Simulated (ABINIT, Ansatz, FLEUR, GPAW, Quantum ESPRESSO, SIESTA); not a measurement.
WS2 (R3m, 3 atoms in the cell) computed with different codes at matched settings

Self-consistent single point.

```
WS2
1.0
    1.59244     0.91939     6.48980
   -1.59244     0.91939     6.48980
    0.00000    -1.83879     6.48980
W S
1 2
Cartesian
  0.00000   0.00000   0.01304
  0.00000   0.00000   8.06253
  0.00000   0.00000   4.94367
```

Shared settings, as Ansatz (a program for electronic structure) writes them: kpoints.mp_grid.grid = 6 6 6; scf.occupations.method = fixed. Potentials and cutoffs stand in the table.

```tsv
code	model	pressure (GPa)	largest force (eV/Å)	gap on the mesh (eV)	cutoff
GPAW	PBEsol, GPAW PAW datasets PBEsol (made by gpaw-setup)	-2.96	0.105	1.211	550 eV
SIESTA	GGA PBEsol, numerical atomic orbitals DZP, PseudoDojo PBEsol standard norm-conserving potentials (rewritten from UPF to PSML)	-1.03	0.233	1.236	grid 350 Ry
ABINIT	PBEsol, norm-conserving pseudopotentials (PseudoDojo nc-sr-04 PBEsol standard)	-2.88	0.108	1.213	1007 eV
Quantum ESPRESSO	PBEsol, PseudoDojo standard norm-conserving (PBESOL) pseudopotentials	-2.88	0.108	1.213	75 Ry
FLEUR	PBEsol, all-electron FLAPW (FLEUR), scalar-relativistic valence	–	0.079	1.216	Kmax 3.9 1/bohr
Ansatz	PBEsol, default PAW files made with PBE	-2.90	0.110	1.212	420 eV
```

A dash marks a value that a program does not give, or that is left out as unsure.

Gaps are read on the mesh.

On Ansatz's run: spin-orbit coupling is off.

The spread over the programs that give each value: pressure within 1.93 GPa; largest force within 0.154 eV/Å; gap on the mesh within 0.025 eV.

SIESTA uses small atom-centred bases, whose incompleteness enters pressures, forces and empty levels differently from a plane-wave cutoff. FLEUR treats all electrons, but the usual bases taken here (sphere radii, linearisation, local orbitals, empty states) were not tested for convergence, so the values are no reference for the others. Ansatz's pressure is given at a fixed set of plane waves, as the other plane-wave codes print theirs. In the pressure, SIESTA (by 1.86) lies more than 1 GPa from the median of the plane-wave programs. In the force vectors, SIESTA (by 0.338) lies more than 0.08 eV/Å from the median of the plane-wave programs.

On the base mesh (8 8 8) the same programs gave: Ansatz pressure -2.91 GPa; Quantum ESPRESSO pressure -2.89 GPa; ABINIT pressure -2.89 GPa; GPAW pressure -2.97 GPa; SIESTA pressure -1.04 GPa.

The starting cell comes from a database of computed structures (which also holds hypothetical and non-ambient phases and stackings), without a prior relaxation at this level.

Left out of this page: CP2K (on another mesh).

Keys are those of Ansatz 0.2.
